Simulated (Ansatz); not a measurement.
## Hypothetical CsCl type LaN: pressure series

The reference is LaN in the CsCl type structure (space group Pm-3m, No. 221; a = 3.124 Å; a hypothetical phase, not in the database extracts checked).

Cell and atoms are relaxed at each pressure.

Level of theory: Ansatz (a program for electronic structure) PBEsol, no SOC.

Notes on the quantities. enthalpy: H = E + PV relative to the base's energy.

| change | enthalpy | density | shortest interatomic distance |
|---|---|---|---|
| base | – | 8.33 g/cm³ | 2.706 Å |
| pressure −2 GPa | -0.19 eV/atom | 8.20 g/cm³ | 2.719 Å |
| pressure −1 GPa | -0.10 eV/atom | 8.27 g/cm³ | 2.712 Å |
| pressure 3 GPa | +0.28 eV/atom | 8.50 g/cm³ | 2.687 Å |
| pressure 7 GPa | +0.65 eV/atom | 8.72 g/cm³ | 2.664 Å |
| pressure 15 GPa | +1.36 eV/atom | 9.12 g/cm³ | 2.625 Å |
| pressure 30 GPa | +2.62 eV/atom | 9.75 g/cm³ | 2.567 Å |
| pressure 50 GPa | +4.19 eV/atom | 10.47 g/cm³ | 2.507 Å |
| pressure 75 GPa | +6.01 eV/atom | 11.24 g/cm³ | 2.448 Å |
| pressure 100 GPa | +7.72 eV/atom | 11.91 g/cm³ | 2.402 Å |

Load acts through the strain it causes; cell and atoms are relaxed under it. Whether these cells are dynamically stable was not tested. Competing high-pressure phases were not computed. All final runs are without spin polarisation.
